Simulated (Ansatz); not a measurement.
Reference: TlBr (Pm-3m), PBEsol+D3BJ with spin-orbit coupling, rigid bands (plane waves, PAW; Ansatz, an electronic-structure program); axes and stresses refer to this cell.

```xyz
2
Lattice="3.8423 0.0000 0.0000 0.0000 3.8423 0.0000 0.0000 0.0000 3.8423" Properties=species:S:1:pos:R:3 pbc="T T T"
Tl     0.0000     0.0000     0.0000
Br     1.9212     1.9212     1.9212
```

* **Seebeck coefficient, n-type 1e19 cm⁻³**: -142 μV/K
* **hole conductivity mass**: 0.29 mₑ
* **electron conductivity mass**: 0.27 mₑ

Task: After one change the values are Seebeck coefficient, n-type 1e19 cm⁻³ -152 μV/K; hole conductivity mass 0.37 mₑ; electron conductivity mass 0.30 mₑ. Name the change that produced these shifts.
(A) uniaxial stress zz = -1 GPa (compression positive)
(B) hydrostatic pressure -2 GPa
(C) uniaxial stress along [110] of 2 GPa (compression positive)
(D) biaxial stress xx = yy = 1 GPa (compression positive)

Result: B, hydrostatic pressure -2 GPa

Masses are for dilute carriers at 300 K, harmonic means over directions unless an axis is named. Seebeck coefficients are for the stated density at 300 K, with one relaxation time for all states and whether or not that doping can be reached. Stresses and pressures are the targets of the relaxation.  The structure type is held under load, also where the real crystal would transform.

PBEsol with a dispersion correction tends to overbind, so the cell can be several per cent short, in bad cases over ten, which usually narrows a gap: TlBr (Pm-3m).
